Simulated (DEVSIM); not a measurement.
Device: Si p+/n-/n+ power diode, at 250 K.

| layer (left to right) | material | thickness (μm) | Nd (cm⁻³) | Na (cm⁻³) | τn (s) | τp (s) |
|---|---|---|---|---|---|---|
| 1 | Si | 1.00 | - | 2.3e18 | 6.5e-6 | 6.5e-6 |
| 2 | Si | 21.0 | 1.1e16 | - | 6.5e-6 | 6.5e-6 |
| 3 | Si | 4.50 | 1.3e18 | - | 6.5e-6 | 6.5e-6 |

Left contact: ohmic. Right contact: ohmic. Voltage is applied to the left contact. Recombination: SRH at mid-gap, radiative, Auger. Mobility is constant in doping.

This is a model device: material constants are rounded textbook-type values typed into the input, and sizes, dopings and lifetimes were drawn at random. Values at 300 K; Nc and Nv go as T^1.5, mobilities as T to minus their exponent, the gap by Varshni's rule with the affinity fixed.

```csv
parameter,Si
gap (eV),1.124
affinity (eV),4.05
permittivity,11.7
Nc (cm⁻³),2.86e19
Nv (cm⁻³),3.1e19
μn (cm²/Vs),1417
μp (cm²/Vs),470
T exponent of μn,2.3
T exponent of μp,2.2
B (cm³/s),4.7e-15
Cn (cm⁶/s),2.8e-31
Cp (cm⁶/s),9.9e-32
Varshni α (eV/K),0.000473
Varshni β (K),636
```

DEVSIM, 1D drift-diffusion, Boltzmann statistics, complete ionisation; no tunnelling, impact ionisation, image-force lowering or self-heating.

### Question
Give the small-signal capacitance in reverse bias (quasi-static).

### Answer

```
V (V)  C (nF/cm²)
-----  ----------
-1           22.1
-2.5         16.4
-5           12.4
-7.5         10.4
-10          9.14
-15          7.56
```
